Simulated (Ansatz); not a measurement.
# Al: energy against strain

Al (fcc, Fm-3m, 15.924 Å³/atom at rest) under an equal strain ε in the (111) plane with the normal axis free, as in a coherent film. r2SCAN in Ansatz, a plane-wave DFT program (PAW, default set), 500 eV, 28×28×28 Γ-centred mesh, Fermi-Dirac smearing 0.10 eV; ions are relaxed within the symmetry of each cell.

Here s stands for strain and y for E less E0.

```csv
strain (%),E less E0 (meV/atom)
-2.50,?
-1.25,2.31
-0.83,0.96
-0.42,0.22
0.00,0.00
0.42,0.27
0.83,0.99
1.25,2.17
```

### Question
Using a parabola, estimate the missing y at s = -2.50 from the other rows, showing the fit.

### Answer
Least squares gives y = -0.008 - 0.0266·s + 1.4369·s². Residuals (row less fit): 0.040, -0.044, -0.037, 0.008, 0.036, 0.030, -0.034; standard error 0.045 (degrees of freedom: 4). Twice the quadratic coefficient over the volume, 2 × 1.4369 meV × 10⁴ × 0.1602 / 15.924 Å³, is twice the biaxial elastic modulus of this plane = 289 ± 6 GPa. At the withheld row, y = -0.008 - 0.0266 × (-2.50) + 1.4369 × (-2.50)² = 9.039 meV/atom. The calculation gives 10.74 meV/atom, 1.701 meV/atom above the prediction (15.8 % of the range of y in the table). The row lies outside the fitted rows, so this is an extrapolation. From the scatter of the fitted rows alone, a prediction at this place has a standard error of 0.174 meV/atom, so the miss is 9.8 times that.

One order more, fitted to all 13 runs of the series, follows each within 0.10, so the miss is the next term of a smooth law. In a metal these values are sensitive to mesh and smearing; energies are taken to zero smearing, stresses follow the free energy. Rows are the converged runs of the series near zero and its far end; series whose fitted rows scatter by over a few per cent of the range, as at a crossing or softening among them, aren't shown in this form. Most that stay on the fit to the last digits aren't either.
